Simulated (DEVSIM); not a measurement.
Structure: illuminated Si n-on-p cell, one wavelength, with a back-surface field, at 300 K.

Layer 1 from the left is Si, thickness (μm) 0.0870, Nd (cm⁻³) 3.3e18, τn (s) 8.2e-5, τp (s) 1.7e-5, absorption coefficient (cm⁻¹) 1100. Layer 2 from the left is Si, thickness (μm) 49.0, Na (cm⁻³) 2.1e16, τn (s) 0.00075, τp (s) 0.00075, absorption coefficient (cm⁻¹) 1100. Layer 3 from the left is Si, thickness (μm) 0.250, Na (cm⁻³) 2.3e18, τn (s) 0.00075, τp (s) 0.00075, absorption coefficient (cm⁻¹) 1100.

Left contact: ohmic, minority hole recombination velocity 2000 cm/s. Right contact: ohmic, minority electron recombination velocity 4000 cm/s. Voltage is applied to the left contact. Recombination: SRH at mid-gap, radiative, Auger. Gap narrowing is on: ΔEg = 6.92 meV × (l + √(l² + 0.5)), l = ln(N/1.3e17 cm⁻³), shared equally by both band edges. Light enters at the left, 1.3e17 photons cm⁻² s⁻¹, one pass, no reflection. Mobility is μmin + (μ − μmin)/(1 + (N/Nref)^α).

This is a model device: material constants are rounded textbook-type values typed into the input, and sizes, dopings and lifetimes were drawn at random. Values at 300 K.

Si: gap (eV) 1.124, affinity (eV) 4.05, permittivity 11.7, Nc (cm⁻³) 2.86e19, Nv (cm⁻³) 3.1e19, μn (cm²/Vs) 1417, μp (cm²/Vs) 470, μn,min 52, μp,min 45, Nref,n 9.7e16, Nref,p 2.2e17, αn 0.68, αp 0.72, B (cm³/s) 4.7e-15, Cn (cm⁶/s) 2.8e-31, Cp (cm⁶/s) 9.9e-32.

Simulated with DEVSIM: 1D drift-diffusion, Boltzmann statistics, complete ionisation; no tunnelling, impact ionisation, image-force lowering or self-heating.

What does the simulation give for the potential step across the device at zero bias, the open-circuit voltage, the dark forward voltage at 1 A/cm²?

potential step across the device at zero bias 0.958 V; open-circuit voltage 0.653 V; dark forward voltage at 1 A/cm² 0.754 V.
